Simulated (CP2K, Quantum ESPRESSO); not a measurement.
A Quantum ESPRESSO input for a self-consistent single point of ScF3 (C2, 4 atoms in the cell) (DFT, PBEsol, plane waves, GBRV 1.5 ultrasoft (PBESOL) pseudopotentials):

```fortran
&control
   calculation = 'scf'
   prefix = 'scf'
   outdir = './work'
   pseudo_dir = './'
   tprnfor = .true.
   tstress = .true.
/
&system
   ibrav = 0
   nat = 4
   ntyp = 2
   ecutwfc = 50
   ecutrho = 400
   occupations = 'fixed'
   nbnd = 20
/
&electrons
   conv_thr = 1.0d-10
   mixing_beta = 0.3
/
ATOMIC_SPECIES
Sc    44.9559  sc_pbesol_v1.uspp.F.UPF
F     18.9984  f_pbesol_v1.4.uspp.F.UPF
CELL_PARAMETERS angstrom
   2.282836000    -3.069727000     0.000000000
   2.282836000     3.069727000     0.000000000
  -1.689198000     0.000000000     3.655223000
ATOMIC_POSITIONS bohr
Sc    4.313934827    5.671698291    0.000000000
F     3.157747451    2.576662998    5.883490881
F     2.278000614    2.576662998    1.023879514
F     2.717874032   -5.024080980    3.453685197
K_POINTS automatic
8 8 7  0 0 0
```

**Question.** Give the CP2K input for the same structure, mesh, smearing and functional.

**Answer.** This is the input that was run; spellings and numerical settings could be chosen otherwise.

```
&GLOBAL
  PROJECT scf3
  RUN_TYPE ENERGY_FORCE
  PRINT_LEVEL LOW
&END GLOBAL
&FORCE_EVAL
  METHOD Quickstep
  STRESS_TENSOR ANALYTICAL
  &DFT
    BASIS_SET_FILE_NAME BASIS_MOLOPT
    POTENTIAL_FILE_NAME GTH_POTENTIALS
    &QS
      METHOD GPW
      EPS_DEFAULT 1E-10
    &END QS
    &MGRID
      CUTOFF 600
      REL_CUTOFF 60
      NGRIDS 5
    &END MGRID
    &SCF
      SCF_GUESS ATOMIC
      EPS_SCF 1E-6
      MAX_SCF 100
      ADDED_MOS 6
      &DIAGONALIZATION
        ALGORITHM STANDARD
      &END DIAGONALIZATION
      &MIXING
        METHOD BROYDEN_MIXING
        ALPHA 0.3
        NBUFFER 8
      &END MIXING
    &END SCF
    &KPOINTS
      SCHEME MONKHORST-PACK 8 8 7
      GAMMA_CENTERED T
    &END KPOINTS
    &XC
      &XC_FUNCTIONAL
        &PBE
          PARAMETRIZATION PBESOL
        &END PBE
      &END XC_FUNCTIONAL
    &END XC
    &PRINT
      &MO
        EIGENVALUES T
        OCCUPATION_NUMBERS T
        NDIGITS 8
        FILENAME mo
        &EACH
          QS_SCF 0
        &END EACH
        ADD_LAST NUMERIC
      &END MO
      &MULLIKEN OFF
      &END MULLIKEN
    &END PRINT
  &END DFT
  &SUBSYS
    &CELL
      A 3.82551500 0.00000000 0.00000000
      B -1.10099800 3.66365500 0.00000000
      C -1.00801100 -1.35547200 3.65522300
      PERIODIC XYZ
    &END CELL
    &COORD
      Sc      -1.04611665     3.62284188     0.00000000
      F       -0.09697254     2.15453608     3.11340929
      F       -0.37478001     1.78096919     0.54181371
      F        2.99163019    -0.43241766     1.82761150
    &END COORD
    &KIND Sc
      BASIS_SET DZVP-MOLOPT-SR-GTH
      POTENTIAL GTH-PBE-q11
    &END KIND
    &KIND F
      BASIS_SET DZVP-MOLOPT-SR-GTH
      POTENTIAL GTH-PBE-q7
    &END KIND
  &END SUBSYS
  &PRINT
    &FORCES ON
    &END FORCES
    &STRESS_TENSOR ON
    &END STRESS_TENSOR
  &END PRINT
&END FORCE_EVAL
```

Basis, cutoffs, solver keys and any potentials are the target program's own. This input uses DFT PBEsol, GPW, DZVP-MOLOPT-SR-GTH basis, GTH-PBE potentials (GTH_POTENTIALS).

The starting cell comes from a database of computed structures (which also holds hypothetical and non-ambient phases and stackings), without a prior relaxation at this level. Its lattice was rescaled by a random factor within 2.5 % of one.
